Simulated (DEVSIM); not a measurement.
Structure: Schottky contact on n-type Si, at 350 K.

| layer (left to right) | material | thickness (μm) | Nd (cm⁻³) | τn (s) | τp (s) |
|---|---|---|---|---|---|
| 1 | Si | 0.360 | 1.1e16 | 7.4e-5 | 7.4e-5 |

Left contact: Schottky, work function 4.81 eV, emission velocity 6.2e6 cm/s. Right contact: ohmic. Voltage is applied to the left contact. Recombination: SRH at mid-gap, radiative, Auger. Gap narrowing is on: ΔEg = 6.92 meV × (l + √(l² + 0.5)), l = ln(N/1.3e17 cm⁻³), shared equally by both band edges. Mobility is μmin + (μ − μmin)/(1 + (N/Nref)^α).

The device is made up for the run: typed textbook-type constants, with dimensions and the other settings drawn at random. Values at 300 K; Nc and Nv go as T^1.5, mobilities as T to minus their exponent, the gap by Varshni's rule with the affinity fixed.

| parameter | Si |
|---|---|
| gap (eV) | 1.124 |
| affinity (eV) | 4.05 |
| permittivity | 11.7 |
| Nc (cm⁻³) | 2.86e19 |
| Nv (cm⁻³) | 3.1e19 |
| μn (cm²/Vs) | 1417 |
| μp (cm²/Vs) | 470 |
| μn,min | 52 |
| μp,min | 45 |
| Nref,n | 9.7e16 |
| Nref,p | 2.2e17 |
| αn | 0.68 |
| αp | 0.72 |
| T exponent of μn | 2.3 |
| T exponent of μp | 2.2 |
| B (cm³/s) | 4.7e-15 |
| Cn (cm⁶/s) | 2.8e-31 |
| Cp (cm⁶/s) | 9.9e-32 |
| Varshni α (eV/K) | 0.000473 |
| Varshni β (K) | 636 |

Model (solved in DEVSIM): 1D drift-diffusion, Boltzmann statistics, complete ionisation; no tunnelling, impact ionisation, image-force lowering or self-heating. Metal contacts follow the ideal Schottky-Mott rule: no Fermi-level pinning, no interface dipoles.

The doping Nd of layer 1 was swept, all else fixed.

| doping Nd of layer 1 (cm^-3) | dark forward voltage at 1 A/cm² (V) | potential step across the device at zero bias (V) | largest field in the device at zero bias (V/cm) | dark forward voltage at 100 A/cm² (V) |
|---|---|---|---|---|
| 3.3e14 | 0.247 | 0.410 | … | … |
| 1.1e15 | 0.250 | 0.446 | 16000 | 0.422 |
| 3.3e15 | 0.247 | 0.479 | 22000 | 0.401 |
| 1.1e16 | 0.243 | 0.516 | 41000 | 0.388 |
| 3.3e16 | 0.240 | 0.548 | 73000 | 0.382 |
| 1.1e17 | 0.237 | 0.583 | 140000 | 0.378 |
| 3.3e17 | 0.231 | 0.611 | 240000 | 0.371 |

### Question
Complete the blanks.

### Answer

- 3.3e14, largest field in the device at zero bias (V/cm): 12000
- 3.3e14, dark forward voltage at 100 A/cm² (V): 0.447
